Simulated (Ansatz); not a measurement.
**Ti3GeC2 (P6₃/mmc, No. 194; cell taken from a computed entry)**

Level of theory: r²SCAN (plane waves, PAW; Ansatz, a program for electronic structure).

Numerical settings: plane-wave cutoff 600 eV, 24×24×4 k mesh (along the axes of the cell as run), Fermi–Dirac smearing 0.047 eV (set by the program), no spin polarisation, scalar-relativistic PAW data made under PBE.

Cell (relaxed at this level):

```
CELL_PARAMETERS angstrom
      3.09001     0.00000     0.00000
     -1.54500     2.67603     0.00000
      0.00000     0.00000    17.80617
ATOMIC_POSITIONS crystal
  Ti 0.66667 0.33333 0.86721
  Ti 0.33333 0.66667 0.13279
  Ti 0.33333 0.66667 0.36721
  Ti 0.66667 0.33333 0.63279
  Ti 0.00000 0.00000 0.00000
  Ti 0.00000 0.00000 0.50000
  Ge 0.00000 0.00000 0.75000
  Ge 0.00000 0.00000 0.25000
  C  0.66667 0.33333 0.42802
  C  0.33333 0.66667 0.57198
  C  0.33333 0.66667 0.92802
  C  0.66667 0.33333 0.07198
```

For Ti3GeC2 (P6₃/mmc, No. 194; cell taken from a computed entry), the voigt–Reuss–Hill bulk modulus is 187 GPa and the polycrystal shear modulus (Hill average) comes out as 140 GPa. The Young modulus is 337 GPa and the Poisson ratio comes out as 0.200.

Note: the relaxation could not lower the start's symmetry, so the cell can be a saddle point above a distorted one.

Elastic constants are with the ions relaxed.

Computed values are for the static lattice.
